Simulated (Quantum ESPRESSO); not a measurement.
Input and output of a self-consistent single point for CuNi₃N (Pm-3m, 5 atoms in the cell) (Quantum ESPRESSO).

Method: LDA (PZ), PSlibrary PAW (LDA) pseudopotentials (plane waves; Quantum ESPRESSO).

The change in words: lattice scaled by 0.98. Reference geometry:
```
CELL_PARAMETERS angstrom
      3.70213     0.00000     0.00000
      0.00000     3.70213     0.00000
      0.00000     0.00000     3.70213
ATOMIC_POSITIONS crystal
  Cu 0.00000 0.00000 0.00000
  Ni 0.00000 0.50000 0.50000
  Ni 0.50000 0.00000 0.50000
  Ni 0.50000 0.50000 0.00000
  N  0.50000 0.50000 0.50000
```
Moments meant for the start (each program seeds them in its own way; μB, in the order of the atoms Cu Ni Ni Ni N): 0.0 2.0 2.0 2.0 0.0.

Reference input (self-consistent single point, DFT, LDA (PZ), plane waves, PSlibrary PAW (LDA) pseudopotentials): ecutwfc = 55 Ry; ecutrho = 385 Ry; occupations = smearing; smearing = fd; degauss = 0.0073499 Ry; nspin = 2; K_POINTS = automatic 9 9 9 0 0 0; conv_thr = 1e-10 Ry; mixing_beta = 0.3. This run's input differs from it in these lines:

```diff
@@ -37,5 +37,5 @@
 CELL_PARAMETERS angstrom
-   3.7021300000     0.0000000000     0.0000000000
-   0.0000000000     3.7021300000     0.0000000000
-   0.0000000000     0.0000000000     3.7021300000
+   3.6280870000     0.0000000000     0.0000000000
+   0.0000000000     3.6280870000     0.0000000000
+   0.0000000000     0.0000000000     3.6280870000
```

Log, with long lists cut:

```
     Self-consistent Calculation

     iteration #  1     ecut=    55.00 Ry     beta= 0.30

     total energy              =    -776.63240639 Ry
     estimated scf accuracy    <       2.92277755 Ry

     total magnetization       =     1.39 Bohr mag/cell
     absolute magnetization    =     1.46 Bohr mag/cell

     iteration #  2     ecut=    55.00 Ry     beta= 0.30

     total energy              =    -777.73674235 Ry
     estimated scf accuracy    <       3.20514532 Ry

     total magnetization       =     2.02 Bohr mag/cell
     absolute magnetization    =     2.17 Bohr mag/cell

     iteration #  3     ecut=    55.00 Ry     beta= 0.30

   [... lines left out ...]

     total energy              =    -777.87616338 Ry
     estimated scf accuracy    <          1.1E-10 Ry

     total magnetization       =     0.00 Bohr mag/cell
     absolute magnetization    =     0.00 Bohr mag/cell

     iteration # 23     ecut=    55.00 Ry     beta= 0.30

     Magnetic moment per site  (integrated on atomic sphere of radius R)
     atom   1 (R=0.292)  charge=  9.8820  magn=  0.0000
     atom   2 (R=0.206)  charge=  7.2131  magn= -0.0000
     atom   3 (R=0.206)  charge=  7.2131  magn= -0.0000
     atom   4 (R=0.206)  charge=  7.2131  magn= -0.0000
     atom   5 (R=0.206)  charge=  3.9666  magn= -0.0000
     End of self-consistent calculation

     the Fermi energy is    13.9317 ev

!    total energy              =    -777.87616338 Ry
     estimated scf accuracy    <          4.6E-11 Ry
     smearing contrib. (-TS)   =      -0.01078234 Ry
     internal energy E=F+TS    =    -777.86538104 Ry

     total magnetization       =    -0.00 Bohr mag/cell
     absolute magnetization    =     0.00 Bohr mag/cell

     convergence has been achieved in  23 iterations

     Forces acting on atoms (cartesian axes, Ry/au):

     atom    1 type  1   force =     0.00000000    0.00000000    0.00000000
   [... zero for the other atoms too ...]

     Total force =     0.000000     Total SCF correction =     0.000000

          total   stress  (Ry/bohr**3)                   (kbar)     P=       57.34
   0.00038978   0.00000000   0.00000000           57.34        0.00        0.00
   0.00000000   0.00038978   0.00000000            0.00       57.34        0.00
   0.00000000   0.00000000   0.00038978            0.00        0.00       57.34

   JOB DONE.
```

The run converged in 23 iterations. Against the reference run the free energy goes down by 6.2 meV/atom and the pressure goes from -9.10 to 5.73 GPa.

The starting cell comes from a database of computed structures (which also holds hypothetical and non-ambient phases and stackings), without a prior relaxation at this level. For this run, on top of that: lattice scaled by 0.98. The starting moments vanished: the run ended non-magnetic, which need not be the lowest state. With a pressure of about 6 GPa the cell is away from its equilibrium volume at this level.

Cost on one core of a shared machine: roughly 2 min.
